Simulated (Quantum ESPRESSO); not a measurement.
Quantum ESPRESSO run on Tl (P6_3/mmc, 4 atoms in the cell): self-consistent single point.

Method of the run: PBE, PseudoDojo standard norm-conserving (PBE) pseudopotentials (plane waves; Quantum ESPRESSO 7.5).

The change in words: lattice scaled by 0.98. Reference geometry:
```
Tl
1.0
    3.47706     0.00000     0.00000
   -1.73853     3.01122     0.00000
    0.00000     0.00000    11.16421
Tl
4
Cartesian
  0.00000   0.00000   0.00000
  0.00000   0.00000   5.58211
  0.00000   2.00748   2.79105
  1.73853   1.00374   8.37316
```

Reference input (self-consistent single point, DFT, PBE, plane waves, PseudoDojo standard norm-conserving (PBE) pseudopotentials): ecutwfc = 65 Ry; occupations = smearing; smearing = fermi-dirac; degauss = 0.0073499 Ry; potentials = {Tl: Tl.upf}; K_POINTS = automatic 11 11 3 0 0 0; conv_thr = 1e-10 Ry; mixing_beta = 0.3. This run's input differs from it in these lines:

```diff
@@ -30,5 +30,5 @@
 CELL_PARAMETERS angstrom
-   3.4770619870     0.0000000000     0.0000000000
-  -1.7385309935     3.0112240113     0.0000000000
-   0.0000000000     0.0000000000    11.1642100000
+   3.4075211444     0.0000000000     0.0000000000
+  -1.7037605722     2.9509998750     0.0000000000
+   0.0000000000     0.0000000000    10.9409260000
```

Log, with long lists cut:

```
     Self-consistent Calculation

     iteration #  1     ecut=    65.00 Ry     beta= 0.30

     Threshold (ethr) on eigenvalues was too large:
     Diagonalizing with lowered threshold

     total energy              =    -484.54509489 Ry
     estimated scf accuracy    <       0.02506475 Ry

     iteration #  2     ecut=    65.00 Ry     beta= 0.30

     total energy              =    -484.54362652 Ry
     estimated scf accuracy    <       0.00587848 Ry

     iteration #  3     ecut=    65.00 Ry     beta= 0.30

     total energy              =    -484.54499105 Ry
     estimated scf accuracy    <       0.00036609 Ry

   [... 6 blocks of this kind left out ...]

     iteration # 10     ecut=    65.00 Ry     beta= 0.30

     total energy              =    -484.54502416 Ry
     estimated scf accuracy    <          2.4E-10 Ry

     iteration # 11     ecut=    65.00 Ry     beta= 0.30
     End of self-consistent calculation

     the Fermi energy is    11.3553 ev

!    total energy              =    -484.54502416 Ry
     estimated scf accuracy    <          3.7E-11 Ry
     smearing contrib. (-TS)   =      -0.00458230 Ry
     internal energy E=F+TS    =    -484.54044185 Ry

     convergence has been achieved in  11 iterations

     Forces acting on atoms (cartesian axes, Ry/au):

     atom    1 type  1   force =     0.00000000    0.00000000    0.00000000
   [... zero for the other atoms too ...]

     Total force =     0.000000     Total SCF correction =     0.000000

          total   stress  (Ry/bohr**3)                   (kbar)     P=       46.29
   0.00030072   0.00000000   0.00000000           44.24        0.00        0.00
   0.00000000   0.00030072   0.00000000            0.00       44.24        0.00
   0.00000000   0.00000000   0.00034258            0.00        0.00       50.40

   JOB DONE.
```

The run converged in 11 iterations. Against the reference run the free energy rises by 34.7 meV/atom and the pressure goes from 1.99 to 4.63 GPa.

The starting cell comes from a database of computed structures (which also holds hypothetical and non-ambient phases and stackings), without a prior relaxation at this level. Its lattice was rescaled by a random factor within 2.5 % of one. For this run, on top of that: lattice scaled by 0.98. With a pressure of about 5 GPa the cell is away from its equilibrium volume at this level.

Cost on one core of a shared machine: roughly 2 min.
